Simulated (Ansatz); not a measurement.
Ansatz (a first-principles code) run on InCu2 (P6_3/mmc, 6 atoms in the cell): relaxation of cell and atoms.

Level of theory: PBEsol, default PAW files made with PBE (plane waves; Ansatz).

The change in words: atoms on their sites; basis.ecutwfc: 420 eV → 210 eV; relax: default → cell and atoms. Reference geometry:
```xyz
6
Lattice="4.4681 0.0000 0.0000 -2.2341 3.8695 0.0000 0.0000 0.0000 5.3843" Properties=species:S:1:pos:R:3 pbc="T T T"
In     2.2341     1.2898     4.0882
In     0.0000     2.5797     1.3461
Cu     0.0000     0.0000     0.0000
Cu     0.0000     0.0000     2.6922
Cu     2.2341     1.2898     1.3461
Cu     0.0000     2.5797     4.0382
```

Reference input (self-consistent single point, DFT, PBEsol, plane waves, default PAW files made with PBE): basis.ecutwfc = 420 eV; kpoints.mp_grid.grid = 6 6 3; hamiltonian.xc = pbesol; hamiltonian.pseudopotentials = {kind: paw} (the program's default PAW files); scf.occupations.method = fermi_dirac; scf.occupations.width = 0.1 eV. This run's input differs from it in these lines:

Ansatz 0.2 input:
```diff
@@ -7,3 +7,3 @@
   atoms:
-    - { symbol: In, position_ang: [2.234059, 1.289832, 4.088243] }
+    - { symbol: In, position_ang: [2.234059, 1.289832, 4.038244] }
     - { symbol: In, position_ang: [-0.000002, 2.579669, 1.346081] }
@@ -14,3 +14,3 @@
 basis:
-  ecutwfc: 420.0 eV
+  ecutwfc: 210.0 eV
 kpoints:
@@ -26,2 +26,4 @@
     width: 0.1 eV
+relax:
+  cell: {}
 output:
```

The program printed (abridged):

```
   [... SCF lines of the steps left out ...]
relax step   1: F+E_penalty+E_count = -37350.88906638 eV  Δ(F+E_penalty+E_count) = +0.000e0 eV  max|allowed force component| = 9.098e-17 eV/Å  Δτ_max = 0.0000 Å  P = +2.067 GPa  Ω = 93.092 Å³  (9 SCF iters, dr2 threshold 1.00e-7 eV, accepted)
relax step   2: F+E_penalty+E_count = -37343.77459701 eV  Δ(F+E_penalty+E_count) = +7.114e0 eV  max|allowed force component| = 1.573e-16 eV/Å  Δτ_max = 0.0000 Å  P = -47.426 GPa  Ω = 95.138 Å³  energy of the carried Pulay correction = -6.150e0 eV  [...]
   [... lines left out ...]
relax step 120: F+E_penalty+E_count = -37351.52796265 eV  Δ(F+E_penalty+E_count) = -6.713e-2 eV  max|allowed force component| = 7.401e-17 eV/Å  Δτ_max = 0.0000 Å  P = +0.010 GPa  Ω = 90.947 Å³  energy of the carried Pulay correction = +6.703e-2 eV  [...]
relax step 121: F+E_penalty+E_count = -37351.43415452 eV  Δ(F+E_penalty+E_count) = +9.381e-2 eV  max|allowed force component| = 1.087e-16 eV/Å  Δτ_max = 0.0000 Å  P = -0.363 GPa  Ω = 90.947 Å³  stress off target by 6.22e-1 GPa  SCF on the basis [...]
basis re-selected at this cell: Δ(F+E_penalty+E_count) = +9.381e-2 eV, ΔP = -0.372 GPa vs the last step
   [... lines left out ...]
Free energy (F): -37351.434155 eV
Fermi energy:    14.531063 eV
Error: variable-cell relaxation did not converge after 121 `relax_step` rows, as none of its last 35 fresh-basis SCF(s) at a relaxed cell met both thresholds with a finite energy. The last misses `relax.cell.stress_tol`: largest allowed force component 1.09e-16 eV/Å (`relax.f_tol` 1.00e-2 eV/Å), stress off the target on the free part of the cell 6.22e-1 GPa (`relax.cell.stress_tol` 5.00e-2 GPa), F+E_penalty+E_count -37351.43415452 eV. The closest is row 121, whose structure comes with this error. Larger ratio of force or stress to its threshold at each such SCF whose figures are numbers: 106.147, 104.023, 110.444, 67.983, 88.598, 109.695, 116.683, 87.648, 97.136, 132.358, 85.131, [...]
   [... lines left out ...]
to start a new deck from the relaxed geometry:
  cell:  # Å, volume = 90.9467 Å³
    - [4.488543769842679, -6.933498239900547e-32, 1.3573250903660853e-31]
    - [-2.2442718849213397, 3.8871929306821325, -1.255278160401362e-31]
    - [1.6139151838665543e-31, -8.572614940536415e-32, 5.212489486664426]
  atoms:
    - { symbol: In, position: [0.6666666666666666, 0.3333333333333333, 0.75] }
    - { symbol: In, position: [0.33333333333333326, 0.6666666666666666, 0.25000000000000006] }
    - { symbol: Cu, position: [-4.340068152293803e-33, 9.317073641006947e-33, 2.3129647449264914e-17] }
    - { symbol: Cu, position: [-4.370184495573089e-33, 9.343385430086742e-33, 0.5] }
    - { symbol: Cu, position: [0.6666666666666666, 0.3333333333333333, 0.25000000000000006] }
    - { symbol: Cu, position: [0.33333333333333326, 0.6666666666666666, 0.75] }
```

The relaxation ended unconverged. 

The starting cell comes from a database of computed structures (which also holds hypothetical and non-ambient phases and stackings), without a prior relaxation at this level. Its lattice was rescaled by up to half a per cent. The cutoff lies below the one recommended for these files.

Cost on one core of a shared machine: roughly 3 min.
